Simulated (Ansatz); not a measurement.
Partial pair distribution functions of a relaxed model of amorphous Ga₂₄O₃₇Sr, broadened by 0.06 Å; density 5.01 g/cm³. All values below come from PBE, scalar-relativistic without spin-orbit coupling (plane waves to 420 eV, PAW; Ansatz, a program for electronic structure).

It comes from a melt-quench run on a machine-learned potential (CHGNet), relaxed afterwards by DFT. O atoms were pushed apart under 1.9 Å during the dynamics, to hinder bonds among them. The hot cell started wider than the set density and was brought back towards it in steps. It is the lowest in DFT energy of 2 quenches. It is a model cell: composition and starting density were chosen by hand, and all elements were melted together. No dispersion term was used. Its density started from a set value of 5.01 and ended at 5.01 g/cm³. The simulated quench (nominally 330 K/ps over its main leg) is rapid and tends to freeze in more defects than a deposited or slowly cooled glass has. One small periodic cell is one sample of the glass; other quenches scatter about these values. The volume was held where the preparation left it and the shape relaxed, at a PBE pressure of 2.9 GPa. Stress components on the final sampling reach 3.0 GPa.

```json
[
 {"r (Å)": "1.60", "g Ga-O": "0.00", "g O-Sr": "0.00", "g Ga-Ga": "0.00", "g O-O": "0.00"},
 {"r (Å)": "1.70", "g Ga-O": "0.42", "g O-Sr": "0.00", "g Ga-Ga": "0.00", "g O-O": "0.00"},
 {"r (Å)": "1.80", "g Ga-O": "4.96", "g O-Sr": "0.00", "g Ga-Ga": "0.00", "g O-O": "0.00"},
 {"r (Å)": "1.90", "g Ga-O": "8.74", "g O-Sr": "0.00", "g Ga-Ga": "0.00", "g O-O": "0.00"},
 {"r (Å)": "2.00", "g Ga-O": "4.20", "g O-Sr": "0.00", "g Ga-Ga": "0.00", "g O-O": "0.00"},
 {"r (Å)": "2.10", "g Ga-O": "1.71", "g O-Sr": "0.00", "g Ga-Ga": "0.00", "g O-O": "0.00"},
 {"r (Å)": "2.20", "g Ga-O": "0.59", "g O-Sr": "0.19", "g Ga-Ga": "0.00", "g O-O": "0.00"},
 {"r (Å)": "2.30", "g Ga-O": "0.31", "g O-Sr": "3.62", "g Ga-Ga": "0.00", "g O-O": "0.00"},
 {"r (Å)": "2.40", "g Ga-O": "0.12", "g O-Sr": "5.50", "g Ga-Ga": "0.00", "g O-O": "0.08"},
 {"r (Å)": "2.50", "g Ga-O": "0.15", "g O-Sr": "2.19", "g Ga-Ga": "0.00", "g O-O": "0.83"},
 {"r (Å)": "2.60", "g Ga-O": "0.15", "g O-Sr": "0.76", "g Ga-Ga": "0.10", "g O-O": "1.63"},
 {"r (Å)": "2.70", "g Ga-O": "0.07", "g O-Sr": "2.28", "g Ga-Ga": "0.61", "g O-O": "1.93"},
 {"r (Å)": "2.80", "g Ga-O": "0.13", "g O-Sr": "1.58", "g Ga-Ga": "1.02", "g O-O": "2.29"},
 {"r (Å)": "2.90", "g Ga-O": "0.14", "g O-Sr": "0.16", "g Ga-Ga": "2.05", "g O-O": "2.99"},
 {"r (Å)": "3.00", "g Ga-O": "0.19", "g O-Sr": "0.59", "g Ga-Ga": "2.00", "g O-O": "2.54"},
 {"r (Å)": "3.10", "g Ga-O": "0.40", "g O-Sr": "1.05", "g Ga-Ga": "1.92", "g O-O": "1.80"},
 {"r (Å)": "3.20", "g Ga-O": "0.54", "g O-Sr": "0.12", "g Ga-Ga": "2.20", "g O-O": "1.83"},
 {"r (Å)": "3.30", "g Ga-O": "0.52", "g O-Sr": "0.00", "g Ga-Ga": "2.48", "g O-O": "1.22"},
 {"r (Å)": "3.40", "g Ga-O": "0.68", "g O-Sr": "0.01", "g Ga-Ga": "2.54", "g O-O": "0.83"},
 {"r (Å)": "3.50", "g Ga-O": "0.72", "g O-Sr": "0.42", "g Ga-Ga": "2.06", "g O-O": "0.94"},
 {"r (Å)": "3.60", "g Ga-O": "0.91", "g O-Sr": "0.79", "g Ga-Ga": "1.13", "g O-O": "0.80"},
 {"r (Å)": "3.70", "g Ga-O": "1.02", "g O-Sr": "0.09", "g Ga-Ga": "0.92", "g O-O": "0.64"},
 {"r (Å)": "3.80", "g Ga-O": "1.24", "g O-Sr": "0.00", "g Ga-Ga": "0.74", "g O-O": "0.37"},
 {"r (Å)": "3.90", "g Ga-O": "1.27", "g O-Sr": "0.01", "g Ga-Ga": "0.57", "g O-O": "0.51"},
 {"r (Å)": "4.00", "g Ga-O": "1.28", "g O-Sr": "0.37", "g Ga-Ga": "0.41", "g O-O": "0.87"},
 {"r (Å)": "4.10", "g Ga-O": "1.31", "g O-Sr": "1.73", "g Ga-Ga": "0.44", "g O-O": "0.85"},
 {"r (Å)": "4.20", "g Ga-O": "1.77", "g O-Sr": "2.43", "g Ga-Ga": "0.65", "g O-O": "0.55"},
 {"r (Å)": "4.30", "g Ga-O": "1.91", "g O-Sr": "2.00", "g Ga-Ga": "0.90", "g O-O": "0.37"},
 {"r (Å)": "4.40", "g Ga-O": "1.91", "g O-Sr": "0.98", "g Ga-Ga": "0.77", "g O-O": "0.50"},
 {"r (Å)": "4.50", "g Ga-O": "1.56", "g O-Sr": "1.11", "g Ga-Ga": "0.76", "g O-O": "0.72"}
]
```

Within 2.40 Å each Ga has 4.67 O neighbours on average.
